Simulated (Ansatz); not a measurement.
Consider CsPbCl$_{3}$ in the cubic perovskite structure (space group Pm-3m, No. 221).

```
CsPbCl3
1.0
    5.61875     0.00000     0.00000
    0.00000     5.61875     0.00000
    0.00000     0.00000     5.61875
Cs Pb Cl
1 1 3
Cartesian
  0.00000   0.00000   0.00000
  2.80938   2.80938   2.80938
  2.80938   0.00000   2.80938
  0.00000   2.80938   2.80938
  2.80938   2.80938   0.00000
```

Cartesian axes are those of the cell as printed.

All numbers come from PBEsol, PAW, 420 eV (Ansatz, an electronic-structure program; no spin-orbit coupling).

Before the change:

```
Quantity     Value
--------  --------
Band gap   1.83 eV
Pressure  0.00 GPa
```

It is then changed as follows: tensile biaxial strain of 0.60 % in the plane normal to [001], as in epitaxy on a mismatched substrate; the out-of-plane cell vector and the atoms relax.

Task: What does the calculation give for the band gap after the change?

Result: The band gap grows by 0.03 eV (1.83 eV → 1.86 eV).

Task: How does this affect the out-of-plane strain?

Result: The out-of-plane strain comes out as -0.16 %.

Task: What does the calculation give for the pressure after the change?

Result: The pressure (mean of the normal stresses, compression positive) goes from zero to -0.25 GPa.

Task: How does this affect the energy relative to the base?

Result: The energy grows by 0.5 meV/atom.

Spin-orbit coupling, missing from the scalar runs, can matter with Pb. Stability against distortions was not tested. Many cubic perovskites are stable only at high temperature; tilts and polar distortions were not tested. This is not the structure that CsPbCl3 has at room temperature and ambient pressure.
